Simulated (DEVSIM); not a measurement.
System: abrupt GaAs n-p junction, at 400 K.

| layer (left to right) | material | thickness (μm) | Nd (cm⁻³) | Na (cm⁻³) | τn (s) | τp (s) |
|---|---|---|---|---|---|---|
| 1 | GaAs | 2.70 | 1.6e16 | - | 6.2e-9 | 6.2e-9 |
| 2 | GaAs | 25.0 | - | 1.1e17 | 6.2e-9 | 6.2e-9 |

Left contact: ohmic. Right contact: ohmic. Voltage is applied to the left contact. Recombination: SRH at mid-gap, radiative, Auger. Mobility is μmin + (μ − μmin)/(1 + (N/Nref)^α).

Constants are typed, rounded textbook-type inputs, not results; the design itself was drawn at random and stands for no fabricated device. Values at 300 K; Nc and Nv go as T^1.5, mobilities as T to minus their exponent, the gap by Varshni's rule with the affinity fixed.

```
parameter             GaAs
----------------  --------
gap (eV)             1.424
affinity (eV)         4.07
permittivity          12.9
Nc (cm⁻³)           4.7e17
Nv (cm⁻³)             9e18
μn (cm²/Vs)           8500
μp (cm²/Vs)            400
μn,min                 500
μp,min                  20
Nref,n                6e16
Nref,p              1.5e17
αn                    0.39
αp                    0.38
T exponent of μn       2.1
T exponent of μp       2.2
B (cm³/s)            2e-10
Cn (cm⁶/s)           1e-30
Cp (cm⁶/s)           1e-30
Varshni α (eV/K)  0.000541
Varshni β (K)          204
```

Model (solved in DEVSIM): 1D drift-diffusion, Boltzmann statistics, complete ionisation; no tunnelling, impact ionisation, image-force lowering or self-heating.

The doping Nd of layer 1 was swept, all else fixed.

```csv
doping Nd of layer 1 (cm^-3),potential step across the device at zero bias (V),largest field in the device at zero bias (V/cm),dark forward voltage at 1 A/cm² (V),dark forward voltage at 100 A/cm² (V)
4.8e14,0.958,22000,0.736,1.087
1.6e15,1.000,26000,0.773,1.091
4.8e15,1.038,37000,0.808,1.097
1.6e16,1.079,63000,0.842,1.105
4.8e16,1.117,99000,0.863,1.111
1.6e17,1.159,140000,0.875,1.114
```

From the first row to the last the potential step across the device at zero bias goes from 0.958 to 1.159. From the first row to the last the largest field in the device at zero bias goes from 22000 to 140000.
